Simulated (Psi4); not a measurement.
Psi4 1.11, HF/def2-svp: acene of 2 rings, 18 atoms. The geometry is a generated start, not checked to be a minimum at this level.

```python
memory 64 GB

molecule mol {
0 1
C     -2.46000000     0.71014000     0.00000000
C     -2.46000000    -0.71014000     0.00000000
C     -1.23000000     1.42028000     0.00000000
C     -1.23000000    -1.42028000     0.00000000
C      0.00000000     0.71014000     0.00000000
C      0.00000000    -0.71014000     0.00000000
C      1.23000000     1.42028000     0.00000000
C      1.23000000    -1.42028000     0.00000000
C      2.46000000     0.71014000     0.00000000
C      2.46000000    -0.71014000     0.00000000
H     -1.23000000    -2.50528000     0.00000000
H      1.23000000    -2.50528000     0.00000000
H      3.39964000     1.25264000     0.00000000
H      3.39964000    -1.25264000     0.00000000
H     -3.39964000     1.25264000     0.00000000
H     -3.39964000    -1.25264000     0.00000000
H     -1.23000000     2.50528000     0.00000000
H      1.23000000     2.50528000     0.00000000
}

set {
  basis def2-svp
}

energy('scf')
print_variables()
```

The program reports basis functions: 180.

Machine: one whole node, Intel Xeon 6 (Granite Rapids), 96 cores on 1 socket, 2 hardware threads a core, 3 L3 cache groups, 3 NUMA nodes.

Times are wall-clock medians of two to five runs, from launch to exit, with nothing else on the machine. Processes are pinned to neighbouring cores unless said otherwise. Build: conda-forge: OpenMP (LLVM), MKL, Libint2. Other compilers and libraries give other times. Scratch files lie in a memory file system.

Started as
```bash
OMP_NUM_THREADS=32 psi4 -n 32 -o stdout input.dat
```
(32 threads, scf_type = df (default), cholesky_tolerance = not set) it takes 1.9 s and 9 SCF iterations.

Estimate the wall time with scf_type = cd, cholesky_tolerance = 1e-06.

About 9.9 s (3 runs within 1 %): 5.1× as long. The largest move is in set-up of the integrals (fitting, PK, Cholesky): 0.19 s to 8.2 s. As resolved by the program: JK builder MemDFJK against CDJK. Launch, exit and the like take 1.2 s of the 1.9 s. Change in the result: energy 0.29 meV/atom.
